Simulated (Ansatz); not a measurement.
The starting structures come from a database of crystals and need not be the phases stable at ambient conditions.

 Where the default PAW files enter, the runs use the earlier of Ansatz's two default sets.

By PBEsol, the system below comes out a metal.

Without scattering a metal conducts by its projected Fermi surface.

Given:

```
MoP
1.0
    3.18228     0.00000     0.00000
    0.00000     5.60277     0.00000
    0.00000     2.80138     1.66590
Mo P
1 1
Direct
  0.00000   0.00000   0.00000
  0.50000   0.66667   0.00000
```

Space group of this cell: Amm2. The cell is strained (lengths along the current scaled by 1.03, ions clamped); by PBEsol its mean pressure is -9.9 GPa.

The current flows along the normal of the first two printed cell vectors. No spin-orbit coupling; the value is a mean over 0.1 eV about the Fermi level.

**Question.** Estimate the ballistic conductance per area that PBEsol (Ansatz, a program for electronic structure) returns for this system.

**Answer.** 0.62 × 10¹⁵ S/m² for both spins.
